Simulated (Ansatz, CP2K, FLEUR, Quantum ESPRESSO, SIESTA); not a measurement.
**One structure in several programs: La2Cu3Ni (Pmm2, 6 atoms in the cell)**

Self-consistent single point.

```
CELL_PARAMETERS angstrom
      3.86769     0.00000     0.00000
      0.00000     4.27753     0.00000
      0.00000     0.00000     7.30738
ATOMIC_POSITIONS crystal
  La 0.00000 0.50000 0.01096
  La 0.00000 0.00000 0.49213
  Cu 0.50000 0.00000 0.83332
  Cu 0.50000 0.00000 0.16962
  Cu 0.50000 0.50000 0.66381
  Ni 0.50000 0.50000 0.33016
```

All programs got the same cell, k-point mesh and kind of occupations (in Ansatz's words: kpoints.mp_grid.grid = 6 5 3; scf.occupations.method = fermi_dirac; scf.occupations.width = 0.1 eV); potentials, basis and cutoffs are each program's usual ones.

| code | model | pressure (GPa) | largest force (eV/Å) | k-points | cutoff |
|---|---|---|---|---|---|
| CP2K | PBEsol, GPW, DZVP-MOLOPT-SR-GTH basis, GTH-PBE potentials (GTH_POTENTIALS) | -1.20 | 0.059 | 46 | grid 600 Ry |
| FLEUR | PBEsol, all-electron FLAPW (FLEUR), scalar-relativistic valence | – | 0.032 | 24 | Kmax 3.8 1/bohr |
| SIESTA | GGA PBEsol, numerical atomic orbitals DZP, PseudoDojo PBEsol standard norm-conserving potentials (rewritten from UPF to PSML) | -2.61 | 0.176 | 47 | grid 350 Ry |
| Quantum ESPRESSO | PBEsol, SSSP 1.1.2 efficiency (PBE) pseudopotentials | -2.86 | 0.033 | 24 | 50 Ry |
| Ansatz | PBEsol, PAW files made with PBE | -2.58 | 0.035 | 24 | default |

Size of the force on each atom (eV/Å): Sizes of forces hide their directions.

```tsv
code	La1	La2	Cu3	Cu4	Cu5	Ni6
CP2K	0.010	0.025	0.016	0.059	0.052	0.031
FLEUR	0.010	0.011	0.016	0.025	0.032	0.012
SIESTA	0.176	0.162	0.013	0.056	0.082	0.000
Quantum ESPRESSO	0.003	0.016	0.014	0.027	0.033	0.011
Ansatz	0.013	0.008	0.013	0.028	0.035	0.015
```

A dash marks a value that a program does not give, or that is left out as unsure.

The spread over the programs that give each value: pressure within 1.66 GPa; largest force within 0.144 eV/Å.

The starting cell comes from a database of computed structures (which also holds hypothetical and non-ambient phases and stackings), without a prior relaxation at this level. On Ansatz's run: Spin polarisation is off.

Question: Why do the programs differ, and what cannot be compared?

Answer: Differences of this kind can come from the potentials, where these differ, and from what each basis and cutoff leave unconverged. The valence holds different numbers of electrons (CP2K 73, FLEUR 71, SIESTA 97, Quantum ESPRESSO 97, Ansatz (a quantum-chemistry and plane-wave program) 97). The zero of total energies and Fermi levels follows the potentials and each program's conventions, so they are not compared here. CP2K and SIESTA use small atom-centred bases, whose incompleteness enters pressures, forces and empty levels differently from a plane-wave cutoff. FLEUR treats all electrons, but the usual bases taken here (sphere radii, linearisation, local orbitals, empty states) were not tested for convergence, so the values are no reference for the others. Ansatz's pressure is given at a fixed set of plane waves, as the other plane-wave codes print theirs; with its correction for the finite basis it is -2.54 GPa. The programs reduce the same mesh by symmetry to different extents, which changes the work and not the result. In the pressure, CP2K (by 1.52) lies more than 1 GPa from the median of the plane-wave programs. In the force vectors, CP2K (by 0.086) and SIESTA (by 0.184) lie more than 0.08 eV/Å from the median of the plane-wave programs.

Left out of this page: ABINIT (stopped by limits of time or memory); Elk (not drawn, or without a comparable value).

Keys are those of Ansatz 0.2.
